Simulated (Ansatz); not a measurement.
# Na: pressure 1.5 GPa

Base system: Na in the bcc (W type) structure (space group Im-3m, No. 229; a = 4.195 Å).

One thing is altered: cell and atoms relaxed at a pressure of 1.5 GPa.

Calculations: PBE (Ansatz, a first-principles code; PAW; 420 eV plane waves; scalar-relativistic without spin-orbit coupling). Γ-centred 16×16×16 mesh, Fermi–Dirac width 0.05 eV.

The density increases by 0.163 g/cm³ to 1.20 g/cm³ and the lattice parameter a shrinks by 0.199 Å to 3.996 Å. The band gap is still zero.

Load acts through the strain it causes; cell and atoms are relaxed under it. No phonon test of stability was made.
